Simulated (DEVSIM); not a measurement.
Device: illuminated Si p-on-n cell, one wavelength, at 400 K.

Layer 1 from the left is Si, thickness (μm) 0.640, Na (cm⁻³) 2e18, τn (s) 1.1e-6, τp (s) 3.6e-6, absorption coefficient (cm⁻¹) 14000. Layer 2 from the left is Si, thickness (μm) 47.0, Nd (cm⁻³) 3.7e16, τn (s) 4.7e-6, τp (s) 4.7e-6, absorption coefficient (cm⁻¹) 14000.

Left contact: ohmic, minority electron recombination velocity 8000 cm/s. Right contact: ohmic, minority hole recombination velocity 300 cm/s. Voltage is applied to the left contact. Recombination: SRH at mid-gap, radiative, Auger. Light enters at the left, 1e18 photons cm⁻² s⁻¹, one pass, no reflection. Mobility is constant in doping.

Constants are typed, rounded textbook-type inputs, not results; the design itself was drawn at random and stands for no fabricated device. Values at 300 K; Nc and Nv go as T^1.5, mobilities as T to minus their exponent, the gap by Varshni's rule with the affinity fixed.

Si: gap (eV) 1.124, affinity (eV) 4.05, permittivity 11.7, Nc (cm⁻³) 2.86e19, Nv (cm⁻³) 3.1e19, μn (cm²/Vs) 1417, μp (cm²/Vs) 470, T exponent of μn 2.3, T exponent of μp 2.2, B (cm³/s) 4.7e-15, Cn (cm⁶/s) 2.8e-31, Cp (cm⁶/s) 9.9e-32, Varshni α (eV/K) 0.000473, Varshni β (K) 636.

Simulated with DEVSIM: 1D drift-diffusion, Boltzmann statistics, complete ionisation; no tunnelling, impact ionisation, image-force lowering or self-heating.

Dark forward current:

```tsv
|V| (V)	|J| (A/cm²)
0.05	7.770e-7
0.10	3.537e-6
0.15	1.424e-5
0.20	5.766e-5
0.25	0.0002379
0.30	0.0009954
0.35	0.004199
0.40	0.01777
0.45	0.07483
0.50	0.3068
0.55	1.157
0.60	3.814
0.65	11.72
0.70	36.19
0.75	111.3
0.80	322.9
0.85	834.4
0.90	1847
0.95	3497
```

**Question.** Work out the local ideality factor n = ΔV / (kT/q · ln(J2/J1)) between the rows 0.15 and 0.20 V, 0.35 and 0.40 V, 0.90 and 0.95 V.

**Answer.** kT/q = 34.47 mV. From 0.15 to 0.20 V: ln(5.766e-5/1.424e-5) = 1.399, n = 1.04, near the 1 of diffusion or emission over a barrier. From 0.35 to 0.40 V: ln(0.01777/0.004199) = 1.443, n = 1.01, near the 1 of diffusion or emission over a barrier. From 0.90 to 0.95 V: ln(3497/1847) = 0.638, n = 2.27.

**Question.** What current could the absorbed light give at most, and what share is collected?

**Answer.** Σ αd = 66.7, so qΦ(1 − exp(−Σ αd)) = 160 mA/cm². The simulated short-circuit current is 158.6 mA/cm², a share of 0.99.

**Question.** Estimate the open-circuit voltage by superposition: the voltage at which the dark current equals that short-circuit current.

**Answer.** Interpolating ln J in the table gives 0.477 V. The simulation gives 0.476 V, the same within the digits that matter. Superposition holds where collection doesn't change with voltage.

**Question.** Estimate the fill factor from FF0 = (v − ln(v + 0.72))/(v + 1), v = qVoc/(nkT), with n from the dark curve.

**Answer.** The rows about Voc, 0.45 and 0.50 V, give n = 1.03, so v = 13.4 and FF0 = 0.747. The simulation gives 0.749, the same within the digits that matter.
